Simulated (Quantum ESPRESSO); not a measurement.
# σxx against uniaxial strain in rock-salt HfC (space group 225): C11 (Quantum ESPRESSO, LDA)

```
CELL_PARAMETERS angstrom
      0.00000     2.28958     2.28958
      2.25524     0.00000     2.28958
      2.25524     2.28958     0.00000
ATOMIC_POSITIONS crystal
  Hf 0.00000 0.00000 0.00000
  C  0.50000 0.50000 0.50000
```

Level of theory: LDA (PZ), GBRV 1.5 ultrasoft (LDA) pseudopotentials (plane waves; Quantum ESPRESSO). Settings: ecutwfc = 52 Ry; ecutrho = 416 Ry; occupations = smearing; smearing = fd; degauss = 0.0036749 Ry; potentials = {Hf: hf_lda_v1.uspp.F.UPF, C: c_lda_v1.2.uspp.F.UPF}; K_POINTS = automatic 24 24 24 0 0 0; conv_thr = 1e-10 Ry; mixing_beta = 0.3. The cell above is the first row's. The rows stretch one cube axis (x) by the strain ε and hold the other two. Stress is positive in tension. In all rows fractional positions and the k mesh are held.

| ε (%) | σxx (GPa) |
|---|---|
| -1.5 | ? |
| -1.0 | -5.99 |
| -0.5 | -2.89 |
| 0.0 | 0.06 |
| 0.5 | 2.85 |
| 1.0 | 5.50 |
| 1.5 | 8.01 |
| 2.0 | 10.39 |

The 7 complete rows are fitted with a parabola, σxx against ε. Least squares gives σxx = 0.051 + 5.7452·ε - 0.2895·ε². Residuals (row less fit): -0.006, 0.004, 0.009, -0.001, -0.007, -0.007, 0.007; standard error 0.008 (degrees of freedom: 4). The slope at ε = 0, 5.7452 GPa per cent, gives C11 ≈ 100 × 5.7452 = 575 GPa, for the static lattice.

Task: Estimate the missing σxx (ε = -1.5); what did the run itself give?

Result: σxx = 0.051 + 5.7452 × (-1.5) - 0.2895 × (-1.5)² = -9.218 GPa. The calculation gives -9.26 GPa, 0.042 GPa below the prediction (0.2 % of the range of σxx in the table). The row lies outside the fitted rows, so this is an extrapolation. From the scatter of the fitted rows alone, a prediction at this place has a standard error of 0.016 GPa, so the miss is 2.7 times that.

Carrying the step between the two nearest rows on in a straight line would have given -9.09, off by 0.17; series whose last step already gives the withheld value aren't shown. The reference cell has the volume at which an earlier scan in this program and functional put its minimum by a fit. The runs keep the symmetry of the cell, so they don't test it for distortions. The unstrained cell stands at a pressure of -0.06 GPa, and the constants belong to that pressure. By symmetry this strain leaves no force on the atoms; the largest in the rows is 0.000 eV/Å. Spin-orbit coupling is off. Without a gap such slopes are sensitive to mesh and smearing. Cutoffs and mesh are single choices, not tested for convergence of this quantity. Series with a scatter that would blur these digits, or in which a gap closes, are not shown. Strain series were run only where this level's volume lies within 10 % of a first guess from the measured size.
